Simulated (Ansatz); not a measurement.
Consider Li vacancy in rock-salt LiF, charge state -1. Computed with PBE, PAW (plane waves to 420 eV; Ansatz, a quantum-chemistry and plane-wave program).

Cell of 64 host sites held at the relaxed PBE lattice; the Γ point alone; Fermi-Dirac width 0.01 eV, spin-restricted; finite-size errors left in. Energies are static. The charge state is imposed; whether it is stable for some Fermi level was not computed. Forms of the defect that were not tried may lie lower.

Barriers: single points on a 2×2×2 k-point mesh shifted by half a step at the bands' geometries.

The only route run: a nearby Li atom hops onto the vacant site; the atom moves 2.70 Å along (0.00, -0.47, -0.47) of the unit cell; the moving atom starts with neighbours 2 F at 1.98, 2 F at 2.03, 2 F at 2.10 Å and ends with 2 F at 1.98, 2 F at 2.03, 2 F at 2.10 Å. Its barrier is 0.59 eV. The saddle point's order was not checked, and it lies on a symmetry element of the cell, where a band can be held. The defect has 12 equivalent sites to jump to, 2.88 Å away. Attempt frequency: take 10 THz as a typical guess.

### Question
Estimate the defect's diffusion coefficient at 1000 K, how far it wanders in 1 h, and how much an error of 0.1 eV in the barrier would matter.

### Answer
kT = 0.0862 eV, so each jump happens at Γ = ν exp(−E/kT) = 1.0e13 × exp(−6.85) ≈ 1.1e+10 s⁻¹. For uncorrelated jumps in a cubic host D = z λ² Γ / 6 = 12 × (2.88e-8 cm)² × 1.1e+10 / 6 ≈ 1.8e-05 cm²/s. The root-mean-square distance is √(6Dt) ≈ 0.6 cm. An error of 0.1 eV changes D by a factor exp(0.1/kT) ≈ 3.2, and the distance by its square root. This is the isolated defect's own diffusivity; trapping, its concentration and zero-point motion are left out.
